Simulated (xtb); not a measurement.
xtb 6.7.1, GFN2-xTB: Mn(OH)(k2OAc)(dme) (CC1[O][Mn]2([OH])(<-[O]=1)<-[O](C)CC[O]->2C), charge 0, multiplicity 6, 26 atoms. The geometry is a generated start, not checked to be a minimum at this level.

| Quantity | Result |
|---|---|
| method | GFN2-xTB |
| --acc | 1 (default) |
| --etemp (K) | 300 (default) |
| detailed input (--input) | none: ANC optimiser, Lindh (1995) Hessian, microcycle=20, maxdispl=1.0, hlow=0.01 (default) |
| basis functions | 68 |
| valence electrons | 75 |

```xyz
26

Mn     0.8255    -0.4691    -0.2155
O      0.8651    -2.3948    -0.0970
H      1.3797    -3.1998    -0.1183
C      3.6659     2.4585    -0.3383
C      2.6340     1.3535    -0.2825
O      2.2377     0.9295     0.8348
O      2.1920     0.8637    -1.3549
H      3.4803     3.0946    -1.1987
H      3.6418     3.0337     0.5823
H      4.6510     2.0077    -0.4476
C     -0.6464    -0.5627     2.6178
O     -0.9192     0.0521     1.3678
C     -2.1489    -0.3571     0.7951
C     -2.2690     0.3795    -0.5425
O     -1.2251     0.0346    -1.4331
C     -1.4961    -1.0937    -2.2592
H      0.3019    -0.1454     2.9565
H     -0.5523    -1.6496     2.5055
H     -1.4430    -0.3298     3.3349
H     -2.9841    -0.0814     1.4566
H     -2.1498    -1.4470     0.6412
H     -2.1496     1.4521    -0.3547
H     -3.2469     0.1867    -1.0012
H     -1.5206    -2.0247    -1.6841
H     -0.6767    -1.1378    -2.9778
H     -2.4472    -0.9534    -2.7871
```

Charge 0 and multiplicity 6 are set for this test and not shown to be the ground state. GFN-xTB has no spin term: --uhf 5 sets the occupations alone.

The structure is relaxed from this start with --opt LEVEL for the levels crude, sloppy, loose, lax, normal, tight, vtight, extreme, once each. Up to the end of the extreme run atoms move by at most 0.43 Å along an axis.

Problem. What is the loosest level that ends within 1 meV of the extreme run, and how many cycles does it take?

Solution. normal: 21 cycles against 44, ending 0.68 meV above.

```
level    cycles  energy above the extreme run (meV)  gradient norm (eV/Å)
-------  ------  ----------------------------------  --------------------
crude         1                                 6.8                  0.17
sloppy        1                                 6.8                  0.17
loose         1                                 6.8                  0.17
lax           7                                 3.5                 0.090
normal       21                                0.68                 0.017
tight        29                                0.23                 0.013
vtight       44                          under 0.01                0.0018
extreme      44                                   —                0.0018
```
